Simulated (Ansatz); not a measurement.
Be, response to strain

Consider Be in the hcp (Mg type) structure (space group P6_3/mmc, No. 194; relaxed with 0.1 eV smearing).

```
CELL_PARAMETERS angstrom
      2.25515     0.00000     0.00000
     -1.12758     1.95302     0.00000
      0.00000     0.00000     3.55800
ATOMIC_POSITIONS crystal
  Be 0.66667 0.33333 0.75000
  Be 0.33333 0.66667 0.25000
```

Cartesian axes are those of the cell as printed.

Strains are applied to the cell and any free atomic positions relax.

Computed with DFT with PBEsol, PAW potentials and a 420 eV plane-wave cutoff in Ansatz (a first-principles code), without spin-orbit coupling.

Notes on the quantities. pressure: mean of the normal stresses, compression positive; energy relative to the base: free energy F.

```csv
case,pressure,volume per atom,energy relative to the base
base,0.0 GPa,7.84 Å³,0 meV/atom
uniaxial strain ε_zz = −3.00 %,4.5 GPa,7.60 Å³,+8.9 meV/atom
uniaxial strain ε_zz = −2.50 %,3.7 GPa,7.64 Å³,+6.1 meV/atom
uniaxial strain ε_zz = −2.00 %,[?],7.68 Å³,[?]
uniaxial strain ε_zz = −1.50 %,2.1 GPa,7.72 Å³,+2.2 meV/atom
uniaxial strain ε_zz = −1.00 %,1.4 GPa,7.76 Å³,+1.0 meV/atom
uniaxial strain ε_zz = +0.50 %,-0.7 GPa,7.87 Å³,+0.2 meV/atom
uniaxial strain ε_zz = +1.00 %,-1.3 GPa,7.91 Å³,+0.9 meV/atom
uniaxial strain ε_zz = +2.00 %,-2.5 GPa,7.99 Å³,+3.7 meV/atom
uniaxial strain ε_zz = +3.00 %,-3.7 GPa,8.07 Å³,+8.1 meV/atom
```

Task: Some entries are withheld; estimate them.

Result: 
- uniaxial strain ε_zz = −2.00 %, pressure: 2.9 GPa
- uniaxial strain ε_zz = −2.00 %, energy relative to the base: +3.9 meV/atom

No phonon test of stability was made.
